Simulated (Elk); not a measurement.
## A self-consistent single point of NaHg3 (Pm-3m, 4 atoms in the cell) with Elk

Level of theory: LDA (PW92), all-electron FP-LAPW, Elk's shipped species files, default APW+lo basis in Elk.

This input was run:

```
tasks
  0

xctype
  3

rgkmax
  7.0

stype
  0

swidth
  0.00734986

avec
    8.7695197457    0.0000000000    0.0000000000
    0.0000000000    8.7695197457    0.0000000000
    0.0000000000    0.0000000000    8.7695197457

atoms
  2   : nspecies
  'Na.in'   : spfname
  1   : natoms; atposl, bfcmt below
  0.0000000000  0.0000000000  0.0000000000    0.0 0.0 0.0
  'Hg.in'   : spfname
  3   : natoms; atposl, bfcmt below
  0.0000000000  0.5000000000  0.5000000000    0.0 0.0 0.0
  0.5000000000  0.0000000000  0.5000000000    0.0 0.0 0.0
  0.5000000000  0.5000000000  0.0000000000    0.0 0.0 0.0

ngridk
  10 10 10
```

Output (repeated stretches shortened):

```
│ Elk code version 10.2.4 │

All units are atomic (Hartree, Bohr, etc.)

│ Ground-state run starting from atomic densities │

Lattice vectors :
   8.769519746       0.000000000       0.000000000
   0.000000000       8.769519746       0.000000000
   0.000000000       0.000000000       8.769519746

Unit cell volume      :    674.4153258
Brillouin zone volume :   0.3678003805

Muffin-tin inner radius fraction :   0.1000000000E-01

Nuclei treated as point charges

Species :    1 (Na)
 parameters loaded from : Na.in
 name : sodium
 nuclear charge    :   -11.00000000
 electronic charge :    11.00000000
 atomic mass :    41907.78700
 muffin-tin radius :    2.200000000
 number of radial points in muffin-tin :    397
 atomic positions (lattice), magnetic fields (Cartesian) :
   1 :   0.00000000  0.00000000  0.00000000    0.00000000  0.00000000  0.00000000

Species :    2 (Hg)
 parameters loaded from : Hg.in
 name : mercury
 nuclear charge    :   -80.00000000
 electronic charge :    80.00000000
 atomic mass :    365653.2012
 muffin-tin radius :    2.800000000
 number of radial points in muffin-tin :    697
 atomic positions (lattice), magnetic fields (Cartesian) :
   1 :   0.00000000  0.50000000  0.50000000    0.00000000  0.00000000  0.00000000
   2 :   0.50000000  0.00000000  0.50000000    0.00000000  0.00000000  0.00000000
   3 :   0.50000000  0.50000000  0.00000000    0.00000000  0.00000000  0.00000000

Total number of atoms per unit cell :    4

Spin treatment :
 spin-unpolarised

Number of Bravais lattice symmetries :   48
Number of crystal symmetries         :   48
Crystal has inversion symmetry
Real symmetric eigensolver will be used

k-point grid :     10    10    10
k-point offset :    0.000000000       0.000000000       0.000000000
k-point set is reduced with full crystal symmetry group
Total number of k-points :       56

Muffin-tin radius times maximum |G+k| :    7.000000000
 using average radius
Maximum |G+k| for APW functions       :    2.641509434
Maximum (1/2)|G+k|²                   :    3.488786045
Maximum |G| for potential and density :    12.00000000
 potential will be trimmed for |G| > 2 gkmax
Constant for pseudocharge density :    8
Radial integration step length :    4

G-vector grid sizes :     35    35    35
Number of G-vectors :    19597

Maximum angular momentum used for
 APW functions                      :    8
 outer part of muffin-tin           :    6
 inner part of muffin-tin           :    1

Total nuclear charge    :   -251.0000000
Total core charge       :    188.0000000
Total valence charge    :    63.00000000
Total excess charge     :    0.000000000
Total electronic charge :    251.0000000

Effective Wigner radius, rₛ :   0.8624257202

Number of empty states         :   16
Total number of valence states :   48
Total number of core states    :  188

Total number of local-orbitals :   59

Exchange-correlation functional :      3     0     0
 Perdew-Wang/Ceperley-Alder, Phys. Rev. B 45, 13244 (1992)
 gradient requirement :    0
 local density approximation (LDA)

Smearing type :    0
 Gaussian
Smearing width :   0.7349860000E-02
Effective electronic temperature (K) :    2320.902224

Mixing type :    3
 Broyden mixing, J. Phys. A: Math. Gen. 17, L317 (1984)

Kohn-Sham potential initialised from atomic data

│ Self-consistent loop started │
│ Loop number : 1 │
 total energy                :     -59105.0827042
│ Loop number : 2 │
 total energy                :     -59105.7674451
RMS change in Kohn-Sham potential (target) :   0.1064665765     (  0.1000000000E-05)
Absolute change in total energy (target)   :   0.6847408255     (  0.1000000000E-03)
│ Loop number : 3 │
 total energy                :     -59109.3244707
RMS change in Kohn-Sham potential (target) :   0.8584142764E-01 (  0.1000000000E-05)
Absolute change in total energy (target)   :    3.728210809     (  0.1000000000E-03)
│ Loop number : 4 │
 total energy                :     -59110.5956911
RMS change in Kohn-Sham potential (target) :   0.7326082307E-01 (  0.1000000000E-05)
Absolute change in total energy (target)   :    2.203273181     (  0.1000000000E-03)
│ Loop number : 5 │
 total energy                :     -59112.4874632
RMS change in Kohn-Sham potential (target) :   0.4139368047E-01 (  0.1000000000E-05)
Absolute change in total energy (target)   :    2.442590343     (  0.1000000000E-03)
│ Loop number : 6 │
 total energy                :     -59114.0245576
RMS change in Kohn-Sham potential (target) :   0.1349721473E-01 (  0.1000000000E-05)
Absolute change in total energy (target)   :    2.147741961     (  0.1000000000E-03)
│ Loop number : 7 │
 total energy                :     -59114.9706869
RMS change in Kohn-Sham potential (target) :   0.2440571418E-03 (  0.1000000000E-05)
Absolute change in total energy (target)   :    1.483064848     (  0.1000000000E-03)
│ Loop number : 8 │
 total energy                :     -59114.9517114
RMS change in Kohn-Sham potential (target) :   0.1972346275E-03 (  0.1000000000E-05)
Absolute change in total energy (target)   :   0.3517906681     (  0.1000000000E-03)
│ Loop number : 9 │
 total energy                :     -59114.9338447
RMS change in Kohn-Sham potential (target) :   0.6502759012E-04 (  0.1000000000E-05)
Absolute change in total energy (target)   :   0.7008100052E-01 (  0.1000000000E-03)
│ Loop number : 10 │
 total energy                :     -59114.9221122
RMS change in Kohn-Sham potential (target) :   0.8700537825E-05 (  0.1000000000E-05)
Absolute change in total energy (target)   :   0.5787721173E-02 (  0.1000000000E-03)
│ Loop number : 11 │
 total energy                :     -59114.9174425
RMS change in Kohn-Sham potential (target) :   0.7798449091E-05 (  0.1000000000E-05)
Absolute change in total energy (target)   :   0.3222768370E-02 (  0.1000000000E-03)
│ Loop number : 12 │
 total energy                :     -59114.9173961
RMS change in Kohn-Sham potential (target) :   0.1725289937E-05 (  0.1000000000E-05)
Absolute change in total energy (target)   :   0.8520992051E-03 (  0.1000000000E-03)
│ Loop number : 13 │
 total energy                :     -59114.9176709
RMS change in Kohn-Sham potential (target) :   0.1090816030E-06 (  0.1000000000E-05)
Absolute change in total energy (target)   :   0.6180335185E-04 (  0.1000000000E-03)
Convergence targets achieved

│ Loop number : 14 │

Energies :
 Fermi                       :     0.137678742680
 sum of eigenvalues          :     -36432.6814533
 electron kinetic            :      68172.7664849
 core electron kinetic       :      67501.8662608
 Coulomb                     :     -126185.512664
 Coulomb potential           :     -103142.266272
 nuclear-nuclear             :     -3753.66580207
 electron-nuclear            :     -141721.427451
 Hartree                     :      19289.5805894
 Madelung                    :     -74614.3795277
 xc potential                :     -1463.18166574
 exchange                    :     -1076.17081388
 correlation                 :     -26.0006979986
 total energy                :     -59114.9176910

Density of states at Fermi energy :    33.62109899
 (states/Hartree/unit cell)

Estimated indirect band gap :   0.4358365815E-02
 from k-point     33 to k-point     42
Estimated direct band gap   :   0.1209359970E-01
 at k-point     49

Charges :
 core                        :    188.0000000
 valence                     :    63.00000000
 interstitial                :    4.350739502
 muffin-tins (core leakage)
  species :    1 (Na)
   atom    1                 :    10.04170208     (  0.6661338148E-15)
  species :    2 (Hg)
   atom    1                 :    78.86918614     (  0.7039481026E-04)
   atom    2                 :    78.86918614     (  0.7039481026E-04)
   atom    3                 :    78.86918614     (  0.7039481026E-04)
 total in muffin-tins        :    246.6492605
 total calculated charge     :    250.9977910
 total charge                :    251.0000000
 error                       :   0.2209023833E-02

│ Self-consistent loop stopped │
```

The run converged in 14 iterations. The count includes the last loop, which Elk runs after its targets are met.

The starting cell comes from a database of computed structures (which also holds hypothetical and non-ambient phases and stackings), without a prior relaxation at this level. Spin-orbit coupling is off. Values depend on the basis (sphere radii, cutoffs, local orbitals), which need not be converged. The log's line on a gap gives a spacing of levels on this mesh, which the program prints for metals too.
